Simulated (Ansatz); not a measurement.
Take Rh in the fcc (Cu type) structure (space group Fm-3m, No. 225; relaxed with 0.1 eV smearing) as the base.

```xyz
1
Lattice="0.0000 1.9008 1.9008 1.9008 0.0000 1.9008 1.9008 1.9008 0.0000" Properties=species:S:1:pos:R:3 pbc="T T T"
Rh     0.0000     0.0000     0.0000
```

Cartesian axes are those of the cell as printed.

Method: r2SCAN in Ansatz (plane waves to 500 eV, PAW, no SOC).

Perturbation: the cell is stretched by 3.24 % along x with no lateral relaxation, atoms relaxed at fixed cell.

Predict the stress tensor and what it implies for the stiffness.

Stress of the strained cell less that of the base (GPa, compression positive):
```
  -12.9     0.0     0.0
    0.0    -5.6     0.0
    0.0     0.0    -5.6
```

Then −Δσ_ii/ε with ε = 0.0324 gives secant stiffness values (nonlinear terms included at this strain): C11 ≈ 397 GPa, C12 ≈ 174 GPa and C13 ≈ 174 GPa.

As a check, the harmonic strain energy −½ V₀ Δσ:ε is 18 meV/atom; the computed energy rise is 19 meV/atom.

Stability against distortions was not tested. The final runs are not spin-polarised. Rh lies near a magnetic instability that expansion can trigger; it was not tested.

Ansatz is a program for electronic structure.
